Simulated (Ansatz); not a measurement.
Structures of equal composition on the (0001) surface of hcp Ti: a pseudomorphic layer of Os in the host's stacking; a pseudomorphic layer of Os in the other hollow. The slabs share one bottom face, and each structure is named by its start. These are constructed structures in small cells; real faces may alloy, dewet or reconstruct in larger ones, and not all known structures of the face are among them. Slabs of about 12 Å with all that they carry, Fermi-Dirac smearing of 0.1 eV. Bottom of the slabs: a bare face, its two planes held. Relaxed from the named starts with such symmetry as they have, on meshes of like density; energies extrapolated to zero smearing; no spin-orbit coupling, no U. Spin-polarised runs, if any, are marked in brackets, and their order is one that fits the cell; the others ran without spin.

All values below come from PBE (plane waves to 420 eV, PAW; Ansatz, a first-principles code).

Order them by energy per 1x1 cell (lowest first) at the level PBE.

a pseudomorphic layer of Os in the other hollow (0.000 eV), a pseudomorphic layer of Os in the host's stacking (0.036 eV)
